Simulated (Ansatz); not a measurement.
Consider Si in the diamond structure (space group Fd-3m, No. 227; a = 5.4443 Å).

Computed with Ansatz (an electronic-structure program), r2SCAN, PAW, cutoff 500 eV, spin-orbit coupling left out.

Now apply this change: cell and atoms relaxed at a pressure of 1.5 GPa.

### Question
How does this affect the mean gap deformation potential ΔEg/Δln V?

### Answer
The mean gap deformation potential ΔEg/Δln V is +1.8 eV.

Load acts through the strain it causes; cell and atoms are relaxed under it. No phonon test of stability was made.
